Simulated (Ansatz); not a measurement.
# ScSi, pressure series

The parent structure is ScSi (space group Cmcm, No. 63; a = 3.947 Å, b = 9.822 Å, c = 3.640 Å; a cell from a computed database, its experimental status unchecked).

Cell and atoms are relaxed at each pressure.

Calculations: PBEsol (Ansatz, an electronic-structure program), no spin-orbit coupling.

| pressure (GPa) | volume per atom (Å³/atom) |
|---|---|
| -2 | 17.981 |
| -1 | 17.805 |
| 0 | 17.638 |
| 0.3 | 17.590 |
| 0.7 | 17.527 |
| 1.5 | 17.403 |
| 3 | ? |
| 5 | 16.904 |
| 10 | 16.298 |

### Question
Fit the third-order Birch–Murnaghan form P(V) = (3B₀/2)[(V₀/V)^(7/3) − (V₀/V)^(5/3)]·[1 + (3/4)(B₀′ − 4)((V₀/V)^(2/3) − 1)] (squares taken in P) to the rows shown and predict the withheld row.

### Answer
Least squares on the printed values gives V₀ = 17.639 Å³/atom, B₀ = 108 GPa, B₀′ = 4.0; this predicts 17.180 Å³/atom, and the run gives 17.179 Å³/atom, in agreement.

Load acts through the strain it causes; cell and atoms are relaxed under it. No phonon test of stability was made. Competing high-pressure phases were not computed. All final runs are without spin polarisation.
